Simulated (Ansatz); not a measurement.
## What uniaxial strain ε_yy = −5.81 % does to GaAs

Base system: GaAs in the zinc blende structure (space group F-43m, No. 216; a = 5.667 Å). Axes: x, y, z lie along the cube axes.

It is then changed as follows: the cell is compressed by 5.81 % along y with no lateral relaxation; the atoms relax in the strained cell.

Computed with DFT with r2SCAN, PAW potentials and a 500 eV plane-wave cutoff in Ansatz (an electronic-structure program), no spin-orbit coupling. k-mesh 10×10×10 (Γ-centred); smearing 0.05 eV (Fermi–Dirac).

The volume per atom drops by 1.322 Å³ to 21.42 Å³ and the shortest interatomic distance shrinks by 0.088 bohr, from 4.637 bohr to 4.549 bohr. The energy grows by 29 meV/atom and the band gap rises by 0.09 eV (0.96 eV → 1.05 eV). The gap character changes from direct at Γ to indirect, Γ → Γ–M (80 % along) and the electron mass becomes 0.86 mₑ along k, 0.21 mₑ across (off the special points) (base: 0.051 mₑ (at Γ)). The hole mass comes out as 0.065 mₑ along y, 0.30 mₑ across (at Γ) and the valence-band top at Γ (three highest levels, from the VBM) becomes 0.00, -0.34, -0.34 eV (base: 0.00, 0.00, 0.00 eV). The stress (xx, yy, zz, yz, xz, xy; compression positive) is (3.69, 7.28, 3.69, 0.00, 0.00, 0.00) GPa.

Masses are band curvatures over ±0.01 Å⁻¹ around the edge. Along k means along the line from Γ to the band edge. Whether these cells are dynamically stable was not tested. k-point labels follow each cell's own Brillouin zone.
